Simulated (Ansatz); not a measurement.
# F on the 1x1 (110) surface of bcc Ta, one in a 2x1 cell, started at the site 'bridge Ta-Ta (span 2.9 Å)'

Calculation: PBE (plane waves to 420 eV, PAW; Ansatz, a quantum-chemistry and plane-wave program).

Set-up: 9 atoms, 6.8 Å thick at the start under the adsorbate (thin: gaps and levels are the slab's own); mesh 5x10x1; 0.1 eV smearing; dipole correction on; 4 atoms held, the rest relaxed; held to the start's symmetry, so lower structures may exist; no spin, no spin-orbit, no U, no dispersion correction. At the end it is bonded to 2 Ta. In PBE this state lies 0.26 eV over the lowest of the starts that converged ('hollow Ta-Ta-Ta').

- adsorption energy against ½ F2(g) = -4.28 eV
- work function of the top face = 5.00 eV
- change of the work function = 0.23 eV
- change of the step from the bottom to the top vacuum level, against the clean slab = 0.28 eV
- energy released by relaxation = 0.44 eV
- height of the binding atom over the mean of the host atoms within 0.3 Å of the top one = 1.583 Å
- nearest host atoms of the binding atom = Ta at 2.14 Å, Ta at 3.34 Å, Ta at 4.26 Å
- largest move of a host atom = 0.20 Å
- cost = around 5 core-minutes (rough)

A negative adsorption energy means that the adsorbate is more stable on the surface than in its reference.
